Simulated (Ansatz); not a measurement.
Consider C in the diamond structure (space group Fd-3m, No. 227; a = 3.560 Å). Axes: x, y, z lie along the cube axes.

Level of theory: Ansatz (a program for electronic structure) r2SCAN, no SOC, earlier PAW set.

Strains are applied to the cell and any free atomic positions relax.

One change was made to it. Results:

The energy rises by 27 meV/atom; the valence-band top at Γ (three highest levels, from the VBM) goes from 0.00, 0.00, 0.00 eV to 0.00, 0.00, -0.60 eV.

### Question
Name the change that was made.
A) tensor shear ε_xy = +0.83 %
B) uniaxial strain ε_xx = +3.77 %
C) uniaxial strain ε_zz = −4.26 %
D) uniaxial strain ε_xx = +0.79 %

### Answer
B, uniaxial strain ε_xx = +3.77 %. For comparison, the energy relative to the base in the other runs: uniaxial strain ε_xx = +0.79 % gives +1.2 meV/atom; uniaxial strain ε_zz = −4.26 % gives +37 meV/atom; tensor shear ε_xy = +0.83 % gives +2.8 meV/atom.

The levels and masses belong to the bands next to the band gap. Whether these cells are dynamically stable was not tested.
